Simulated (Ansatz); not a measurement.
The parent structure is Al2O3 in the corundum structure (space group R-3c, No. 167; a = 4.809 Å, c = 13.124 Å (hexagonal axes)). Axes: x lies along a and z along c of the hexagonal cell.

Computed with Ansatz (a first-principles code), PBE, PAW, cutoff 420 eV, scalar-relativistic without spin-orbit coupling.

Perturbation: the cell is scaled by 1.0061 in all directions, atoms relaxed at fixed cell.

Predict the stress tensor and what it implies for the stiffness.

Stress of the strained cell less that of the base (GPa, compression positive):
```
  -4.13    0.00    0.00
   0.00   -4.13    0.00
   0.00    0.00   -3.90
```

Then B = −ΔP/(ΔV/V₀) with ΔV/V₀ = 0.0184 gives secant stiffness values (nonlinear terms included at this strain): B (at held cell shape, above the free-shape value) ≈ 220 GPa.

Whether these cells are dynamically stable was not tested.
